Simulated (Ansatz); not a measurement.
Input and output of a self-consistent single point for TaOs3 (P4mm, 4 atoms in the cell) (Ansatz, a program for electronic structure).

Level of theory: LDA (PW92), default PAW files made with PBE (plane waves; Ansatz).

```yaml
crystal:
  lattice:
    - [3.90322, 0.00000, 0.00000]
    - [0.00000, 3.90322, 0.00000]
    - [0.00000, 0.00000, 3.90322]
  atoms:
    - { symbol: Ta, position: [0.00000, 0.00000, 0.01281] }
    - { symbol: Os, position: [0.00000, 0.50000, 0.50000] }
    - { symbol: Os, position: [0.50000, 0.00000, 0.50000] }
    - { symbol: Os, position: [0.50000, 0.50000, 0.00000] }
```

Reference input (self-consistent single point, DFT, LDA (PW92), plane waves, default PAW files made with PBE): basis.ecutwfc = 420 eV; kpoints.mp_grid.grid = 7 7 7; hamiltonian.xc = lda; hamiltonian.pseudopotentials = {kind: paw} (the program's default PAW files); scf.occupations.method = gaussian; scf.occupations.width = 0.1 eV. This run's input differs from it in these lines:

Ansatz 0.2 input:
```diff
@@ -11,3 +11,3 @@
 basis:
-  ecutwfc: 420.0
+  ecutwfc: 250.0
 kpoints:
```

Output, abridged:

```
SCF iter   1: F=—  HF=-43035.034397 eV  |F-HF|=—  |Δ(HF+E_count)|=         —  Δρ=2.94e-2  dr2=2.86e-1  ethr=1.77e-3  ⟨swp⟩=4.7  Hψ=4701  notcnv=0
all-band conjugate gradients solve this SCF's bands
preconditioner: auto → Kerker (q_TF=auto, 2.740 Å⁻¹)
SCF iter   2: F=—  HF=-43034.953650 eV  |F-HF|=—  |Δ(HF+E_count)|=   8.07e-2  Δρ=1.49e-2  dr2=6.53e-2  ethr=4.70e-4  ⟨swp⟩=1.9  Hψ=1889  notcnv=0  defer=7
SCF iter   3: F=—  HF=-43034.931671 eV  |F-HF|=—  |Δ(HF+E_count)|=   2.20e-2  Δρ=1.66e-3  dr2=1.06e-3  ethr=1.07e-4  ⟨swp⟩=2.0  Hψ=2606  notcnv=0  defer=7
SCF iter   4: F=—  HF=-43034.931360 eV  |F-HF|=—  |Δ(HF+E_count)|=   3.11e-4  Δρ=1.75e-4  dr2=2.33e-5  ethr=1.75e-6  ⟨swp⟩=2.0  Hψ=1949  notcnv=0  defer=7
SCF iter   5: F=—  HF=-43034.931360 eV  |F-HF|=—  |Δ(HF+E_count)|=   8.47e-8  Δρ=4.10e-5  dr2=1.57e-6  ethr=3.82e-8  ⟨swp⟩=2.0  Hψ=1894  notcnv=0  defer=8
SCF iter   6: F=-43034.931359 eV  HF=-43034.931359 eV  |F-HF|=1.41e-8  |Δ(HF+E_count)|=   3.73e-7  Δρ=7.27e-6  dr2=3.14e-8  ethr=1.64e-10  ⟨swp⟩=6.2  Hψ=5462  notcnv=0
SCF 1 converged in 6 iterations: F = -43034.931359 eV  dr2 = 3.14e-8
Free energy (F): -43034.931359 eV
Internal energy: -43034.915173 eV  (E = F + TS)
E sigma→0 (E₀):  -43034.923266 eV
Entropy (-TS):   -0.016186 eV (-4.047 meV/atom)
Fermi energy:    23.379413 eV
--- Forces (eV/Å), atoms counted from 1 ---
  atom   1  Ta    -0.00000000     0.00000000    -0.52281242
  atom   2  Os     0.00000000     0.00000000     0.29334997
  atom   3  Os    -0.00000000     0.00000000     0.29334997
  atom   4  Os    -0.00000000     0.00000000    -0.06389893
--- Stress (GPa, compression-positive) ---
       -5.851907       0.000000       0.000000
        0.000000      -5.851907       0.000000
        0.000000       0.000000      -5.895821
  P = ⅓ Tr σ = -5.8665 GPa (-58.665 kbar)
  The stress holds the Pulay correction. Without it, at fixed plane waves, as pw.x and ABINIT print it: P = -72.1740 GPa
```

The run converged in 6 iterations. Against the reference run the free energy goes up by 903 meV/atom, the pressure goes from -8.89 to -5.87 GPa and the largest force goes from 0.501 to 0.523 eV/Å.

The starting cell comes from a database of computed structures (which also holds hypothetical and non-ambient phases and stackings), without a prior relaxation at this level. Its lattice was rescaled by up to half a per cent. One atom was moved a little off its site on purpose. Spin polarisation is off. Ansatz's pressure includes its estimate of the finite-basis (Pulay) stress. Without the estimate this run gives -72.17 GPa. The cutoff lies below the one recommended for these files.
